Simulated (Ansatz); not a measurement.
# Response to strain in PbTe

Consider PbTe in the rock salt structure (space group Fm-3m, No. 225; a = 6.380 Å). Axes: x, y, z lie along the cube axes.

Strains are applied to the cell and any free atomic positions relax; under biaxial strain the out-of-plane vector relaxes too.

The values are results of LDA, PAW, 420 eV (Ansatz, a first-principles code; no SOC), not measurements.

Notes on the quantities. in-plane stress: mean in-plane stress (compression positive); energy relative to the base: free energy F.

| variant | in-plane stress | energy relative to the base | out-of-plane strain |
|---|---|---|---|
| base | – | 0 meV/atom | – |
| biaxial strain −2.50 %, plane normal [111], relaxed out of plane | +1.7 GPa | +8.7 meV/atom | +2.76 % |
| biaxial strain −1.25 %, plane normal [111], relaxed out of plane | +0.9 GPa | +2.1 meV/atom | +1.37 % |
| biaxial strain −0.83 %, plane normal [111], relaxed out of plane | +0.6 GPa | +0.9 meV/atom | +0.91 % |
| biaxial strain +0.42 %, plane normal [111], relaxed out of plane | -0.3 GPa | +0.2 meV/atom | -0.46 % |
| biaxial strain +0.83 %, plane normal [111], relaxed out of plane | -0.5 GPa | +0.9 meV/atom | -0.91 % |
| biaxial strain +1.25 %, plane normal [111], relaxed out of plane | -0.8 GPa | +2.1 meV/atom | -1.37 % |
| biaxial strain +1.67 %, plane normal [111], relaxed out of plane | -1.1 GPa | +3.6 meV/atom | -1.83 % |
| biaxial strain +2.08 %, plane normal [111], relaxed out of plane | -1.3 GPa | +5.6 meV/atom | -2.28 % |
| biaxial strain +2.50 %, plane normal [111], relaxed out of plane | -1.5 GPa | +8.0 meV/atom | -2.74 % |

Stability against distortions was not tested.
